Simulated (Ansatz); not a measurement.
**Element substitutions in PbTe**

Start from PbTe in the rock salt structure (space group Fm-3m, No. 225).

```
CELL_PARAMETERS angstrom
      0.00000     3.28470     3.28470
      3.28470     0.00000     3.28470
      3.28470     3.28470     0.00000
ATOMIC_POSITIONS crystal
  Te 0.00000 0.00000 0.00000
  Pb 0.50000 0.50000 0.50000
```

Each row replaces one element on all its sites; cell and atoms are relaxed.

All numbers come from PBE, PAW, 420 eV (Ansatz, an electronic-structure program; spin-orbit coupling left out), earlier PAW set.

Candidates:
(a) Te → Ru
(b) Te → Cd
(c) Te → Se

Before the change:

- Lattice parameter a: 6.569 Å

Q: Order them by lattice parameter a, lowest first.

A: (a) Te → Ru (5.508 Å), (c) Te → Se (6.217 Å), (b) Te → Cd (6.229 Å)

Whether these cells are dynamically stable was not tested. As relaxed here, RuPb and CdPb are hypothetical phases, not in the database extracts checked. All final runs are without spin polarisation.
